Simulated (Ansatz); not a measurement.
Q: Name crystals whose band gap lies between 1.86 and 2.9 eV and whose electron conductivity mass lies between 4 and 6.2 mₑ, by PBEsol, rigid bands run with Ansatz (an electronic-structure program).

A: Many crystals can fit; among those computed here:
- Cs₂PdF₆ (Fm-3m): 2.33 eV, 4.9 mₑ

Masses are for dilute carriers at 300 K, harmonic means over directions unless an axis is named. Spin-orbit coupling is left out.

Formula and space group known from diffraction (Crystallography Open Database), not checked to be the room-temperature form: Cs2PdF6 (Fm-3m).
